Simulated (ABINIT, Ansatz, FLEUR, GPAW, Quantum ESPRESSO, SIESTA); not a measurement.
# Code comparison for CuGe3 (P6_3/mmc, 8 atoms in the cell)

Self-consistent single point.

```
CELL_PARAMETERS angstrom
      4.34544     0.00000     0.00000
     -2.17272     3.76326     0.00000
      0.00000     0.00000     8.93492
ATOMIC_POSITIONS crystal
  Cu 0.66667 0.33333 0.75000
  Cu 0.33333 0.66667 0.25000
  Ge 0.66667 0.33333 0.07561
  Ge 0.33333 0.66667 0.92439
  Ge 0.33333 0.66667 0.57561
  Ge 0.66667 0.33333 0.42439
  Ge 0.00000 0.00000 0.75000
  Ge 0.00000 0.00000 0.25000
```

All programs got the same cell, k-point mesh and kind of occupations (in Ansatz's words: kpoints.mp_grid.grid = 5 5 3; scf.occupations.method = fermi_dirac; scf.occupations.width = 0.1 eV); potentials, basis and cutoffs are each program's usual ones.

```tsv
code	model	pressure (GPa)	largest force (eV/Å)	k-points	cutoff
ABINIT	PBEsol, PAW (JTH v2.0 PBE PAW, files made for PBE)	-4.14	0.038	10	60 Ry
Quantum ESPRESSO	PBEsol, PSlibrary PAW (PBE) pseudopotentials	-4.31	0.035	10	50 Ry
SIESTA	GGA PBEsol, numerical atomic orbitals DZP, PseudoDojo PBEsol standard norm-conserving potentials (rewritten from UPF to PSML)	-1.63	0.058	38	grid 350 Ry
GPAW	PBEsol, GPAW PAW datasets PBEsol (made by gpaw-setup)	-4.28	0.039	10	800 eV
FLEUR	PBEsol, all-electron FLAPW (FLEUR), scalar-relativistic valence	–	0.039	10	Kmax 3.6 1/bohr
Ansatz	PBEsol, PAW files made with PBE	-4.27	0.039	10	default
```

A dash marks a value that a program does not give, or that is left out as unsure.

The spread over the programs that give each value: pressure within 2.68 GPa; largest force within 0.023 eV/Å.

The starting cell comes from a database of computed structures (which also holds hypothetical and non-ambient phases and stackings), without a prior relaxation at this level. On Ansatz's run: Spin polarisation is off. In the base run, with a pressure of about -4 GPa the cell is away from its equilibrium volume at this level.

### Question
Why do the programs differ, and what cannot be compared?

### Answer
Differences of this kind can come from the potentials, where these differ, and from what each basis and cutoff leave unconverged. The valence holds different numbers of electrons (ABINIT 122, Quantum ESPRESSO 46, SIESTA 122, GPAW 46, FLEUR 106, Ansatz (a first-principles code) 122). The zero of total energies and Fermi levels follows the potentials and each program's conventions, so they are not compared here. SIESTA uses small atom-centred bases, whose incompleteness enters pressures, forces and empty levels differently from a plane-wave cutoff. FLEUR treats all electrons, but the usual bases taken here (sphere radii, linearisation, local orbitals, empty states) were not tested for convergence, so the values are no reference for the others. Ansatz's pressure is given at a fixed set of plane waves, as the other plane-wave codes print theirs; with its correction for the finite basis it is -4.22 GPa. The programs reduce the same mesh by symmetry to different extents, which changes the work and not the result. In the pressure, SIESTA (by 2.65) lies more than 1 GPa from the median of the plane-wave programs. In the force vectors, SIESTA (by 0.097) lies more than 0.08 eV/Å from the median of the plane-wave programs.

Left out of this page: CP2K (unsound by tests on forces, stress, charge or solver warnings).

Keys are those of Ansatz 0.2.
